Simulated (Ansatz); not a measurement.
An Ansatz (a quantum-chemistry and plane-wave program) run: CdGeAs2 with a change (holes 5.0×10^21 cm⁻³); r2SCAN, PAW, 500 eV (Ansatz; spin-orbit coupling left out).

Input:

Ansatz 0.2 input:
```yaml
crystal:
  lattice:
    - [-2.9906090932, 2.9906090932, 5.6491537477]
    - [2.9906090932, -2.9906090932, 5.6491537477]
    - [2.9906090932, 2.9906090932, -5.6491537477]
  atoms:
    - { symbol: Cd, position: [0.75, 0.25, 0.5] }
    - { symbol: Cd, position: [0, 0, 0] }
    - { symbol: Ge, position: [0.25, 0.75, 0.5] }
    - { symbol: Ge, position: [0.5, 0.5, 0] }
    - { symbol: As, position: [0.1536819849, 0.125, 0.5286819849] }
    - { symbol: As, position: [0.5963180151, 0.625, 0.4713180151] }
    - { symbol: As, position: [0.375, 0.8463180151, 0.9713180151] }
    - { symbol: As, position: [0.875, 0.4036819849, 0.0286819849] }
basis: { ecutwfc: 500, ecutrho_ratio: 4, xc_grid: 4, fft_grid_basis: typed }
kpoints: { mp_grid: { grid: [11, 11, 11] } }
hamiltonian:
  xc: r2scan
  dispersion: none
  pseudopotentials: { kind: paw }
total_charge: 1.010492
scf: { occupations: { method: fermi_dirac, width: 0.0259 }, convergence: { dr2_threshold: 0.0000000008 } }
relax: { f_tol: 0.005, max_steps: 30 }
output: { forces: true, stress: true }
checkpoint: { write: state.ck, write_every: 1000 }
```

Output (explanatory and most iteration lines left out):

```
Relaxation: its limit of steps is 30 (relax.max_steps)
Pseudopotential: Cd, paw, valence charge 20
Pseudopotential: Ge, paw, valence charge 14
Pseudopotential: As, paw, valence charge 15
Crystal: 8 atoms, lattice volume = 202.098 Å³
Basis set: ecut = 500 eV, 5125 PW (Γ), exchange–correlation on 216×216×216 points (64 copies of the dense FFT grid, shifted against one another)
Bands: 77, of which v1, the nominal top of the filled ones, is band 63 counted from 1 (62 counted from 0)
Symmetry: 8 space group operations
Space group: I-42d (ITA 122), of the structure as read, at distance tolerance 5.9e-5 Å
k-points: 126 of 1331 (time reversal used)
Functional: x = r2scan, c = r2scan; τ floored in thin density (d = 2e-4 eV/Å³)
SCF iter   1: F=—  HF=-44610.548525 eV  |F-HF|=—  |Δ(HF+E_count)|=         —  Δρ=3.48e-2  dr2=2.00e0  dr2_τ=1.50e-2  ethr=1.77e-3  ⟨swp⟩=6.0  Hψ=33408  notcnv=0  defer=22
SCF iter   2: F=—  HF=-44610.104635 eV  |F-HF|=—  |Δ(HF+E_count)|=   4.44e-1  Δρ=2.77e-2  dr2=9.84e-1  dr2_τ=3.98e-2  ethr=1.58e-3  ⟨swp⟩=3.0  Hψ=20694  notcnv=0  defer=931
SCF 1 converged in 11 iterations: F = -44609.692387 eV  dr2 = 2.05e-10
relax step   1: F+E_penalty+E_count = -44609.69238740 eV  Δ(F+E_penalty+E_count) = +0.000e0 eV  max|allowed force component| = 9.111e-2 eV/Å  Δτ_max = 0.0000 Å  (11 SCF iters, accepted)
Crystal: 8 atoms, lattice volume = 202.098 Å³
SCF iter   1: F=—  HF=-44609.693224 eV  |F-HF|=—  |Δ(HF+E_count)|=         —  Δρ=6.71e-4  dr2=4.67e-4  dr2_τ=9.35e-4  ethr=3.66e-7  ⟨swp⟩=2.0  Hψ=26809  notcnv=0  defer=923
SCF iter   2: F=—  HF=-44609.694198 eV  |F-HF|=—  |Δ(HF+E_count)|=   9.73e-4  Δρ=2.51e-4  dr2=9.80e-5  dr2_τ=2.68e-6  ethr=3.66e-7  ⟨swp⟩=2.0  Hψ=16556  notcnv=0  defer=923
SCF 2 converged in 8 iterations: F = -44609.694135 eV  dr2 = 5.77e-11
relax step   2: F+E_penalty+E_count = -44609.69413507 eV  Δ(F+E_penalty+E_count) = -1.748e-3 eV  max|allowed force component| = 1.325e-2 eV/Å  Δτ_max = 0.0112 Å  (8 SCF iters, accepted)
Crystal: 8 atoms, lattice volume = 202.098 Å³
SCF iter   1: F=—  HF=-44609.694205 eV  |F-HF|=—  |Δ(HF+E_count)|=         —  Δρ=8.55e-5  dr2=7.58e-6  dr2_τ=1.51e-5  ethr=5.94e-8  ⟨swp⟩=2.1  Hψ=16267  notcnv=0  defer=923
SCF iter   2: F=—  HF=-44609.694173 eV  |F-HF|=—  |Δ(HF+E_count)|=   3.14e-5  Δρ=3.15e-5  dr2=1.54e-6  dr2_τ=4.27e-8  ethr=5.97e-9  ⟨swp⟩=2.0  Hψ=18973  notcnv=0  defer=923
SCF 3 converged in 6 iterations: F = -44609.694173 eV  dr2 = 3.33e-10
relax step   3: F+E_penalty+E_count = -44609.69417282 eV  Δ(F+E_penalty+E_count) = -3.775e-5 eV  max|allowed force component| = 1.853e-5 eV/Å  Δτ_max = 0.0014 Å  (6 SCF iters, accepted)
Crystal: 8 atoms, lattice volume = 202.098 Å³
SCF iter   1: F=—  HF=-44609.694173 eV  |F-HF|=—  |Δ(HF+E_count)|=         —  Δρ=3.75e-7  dr2=3.33e-10  dr2_τ=6.69e-12  ethr=1.00e-12  ⟨swp⟩=2.0  Hψ=35724  notcnv=0  defer=923
SCF iter   2: F=-44609.694173 eV  HF=-44609.694173 eV  |F-HF|=1.53e-10  |Δ(HF+E_count)|=  8.00e-11  Δρ=2.26e-7  dr2=1.31e-10  dr2_τ=2.12e-12  ethr=1.00e-12  ⟨swp⟩=3.2  Hψ=26279  notcnv=0
SCF 4 converged in 2 iterations: F = -44609.694173 eV  dr2 = 1.31e-10
SCF converged after 2 iterations
Free energy (F): -44609.694173 eV
Internal energy: -44609.682457 eV  (E = F + TS)
E sigma→0 (E₀):  -44609.688315 eV
Entropy (-TS):   -0.011716 eV (-1.465 meV/atom)
Fermi energy:    7.741331 eV
--- Forces (eV/Å), atoms counted from 1 ---
  atom   1  Cd    -0.00000000    -0.00000000    -0.00000000
  atom   2  Cd    -0.00000000     0.00000000    -0.00000000
  atom   3  Ge    -0.00000000    -0.00000000    -0.00000000
  atom   4  Ge    -0.00000000     0.00000000    -0.00000000
  atom   5  As     0.00000000    -0.00001837     0.00000000
  atom   6  As     0.00000000     0.00001837     0.00000000
  atom   7  As     0.00001837     0.00000000    -0.00000000
  atom   8  As    -0.00001837    -0.00000000    -0.00000000
--- Stress (GPa, compression-positive) ---
        0.450862       0.000000      -0.000000
        0.000000       0.450862      -0.000000
        0.000000      -0.000000      -0.005721
  P = ⅓ Tr σ = 0.2987 GPa (2.987 kbar)
--- Relaxed structure (3 steps of the walk, 3 accepted, 0 SCFs on fresh bases) ---
  atoms:
    - { symbol: Cd, position: [0.75, 0.25, 0.5] }
    - { symbol: Cd, position: [-9.063389251965165e-21, 3.625355700785993e-20, 2.71901677558948e-20] }
    - { symbol: Ge, position: [0.25, 0.75, 0.5] }
    - { symbol: Ge, position: [0.5, 0.5, 2.719016775589483e-20] }
    - { symbol: As, position: [0.15204445769951655, 0.125, 0.5270444576995165] }
    - { symbol: As, position: [0.5979555423004835, 0.625, 0.4729555423004835] }
    - { symbol: As, position: [0.37500000000000006, 0.8479555423004836, 0.9729555423004835] }
    - { symbol: As, position: [0.8750000000000001, 0.40204445769951663, 0.027044457699516522] }
```

Carriers are added with a uniform compensating background; total energy and stress of such cells depend on the potential's zero and are not compared; many-body gap narrowing is missing at this level. Stability against distortions was not tested. The cell was made from CdGeAs$_{2}$ in the chalcopyrite structure (space group I-42d, No. 122) by this change: holes 5.0×10^21 cm⁻³.
